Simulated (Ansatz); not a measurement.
**TiC: response to strain**

The reference is TiC in the rock salt structure (space group Fm-3m, No. 225; relaxed with 0.1 eV smearing).

```xyz
2
Lattice="0.0000 2.1639 2.1639 2.1639 0.0000 2.1639 2.1639 2.1639 0.0000" Properties=species:S:1:pos:R:3 pbc="T T T"
C      0.0000     0.0000     0.0000
Ti     2.1639     2.1639     2.1639
```

Cartesian axes are those of the cell as printed.

Strains are applied to the cell and any free atomic positions relax; under biaxial strain the out-of-plane vector relaxes too; under stress the whole cell relaxes.

Computed with Kohn–Sham DFT with the r2SCAN functional, run in Ansatz (an electronic-structure program) with PAW and 500 eV plane waves, without spin-orbit coupling.

Notes on the quantities. energy relative to the base: free energy F; pressure: mean of the normal stresses, compression positive.

```tsv
variant	space group	shortest interatomic distance	energy relative to the base	pressure
base	Fm-3m (No. 225)	216.4 pm	0 meV/atom	0.0 GPa
biaxial strain +1.16 %, plane normal [111], relaxed out of plane	R-3m (No. 166)	217.6 pm	+4.8 meV/atom	-4.3 GPa
isotropic strain +2.86 %	Fm-3m (No. 225)	222.6 pm	+56 meV/atom	-18.7 GPa
isotropic strain +3.02 %	Fm-3m (No. 225)	222.9 pm	+62 meV/atom	-19.6 GPa
uniaxial strain ε_xx = −0.93 %	I4/mmm (No. 139)	214.4 pm	+1.5 meV/atom	2.5 GPa
uniaxial strain ε_xx = −0.67 %	I4/mmm (No. 139)	214.9 pm	+0.8 meV/atom	1.8 GPa
uniaxial strain ε_xx = +3.52 %	I4/mmm (No. 139)	216.4 pm	+18 meV/atom	-7.9 GPa
uniaxial strain ε_yy = −5.97 %	I4/mmm (No. 139)	203.5 pm	+75 meV/atom	20.4 GPa
tensor shear ε_xy = −0.49 %	Immm (No. 71)	216.4 pm	+0.6 meV/atom	0.0 GPa
uniaxial stress, 0.5 GPa compression along x	I4/mmm (No. 139)	216.2 pm	0.0 meV/atom	–
```

Beyond what the load breaks, stability against distortions was not tested. The final runs are not spin-polarised.
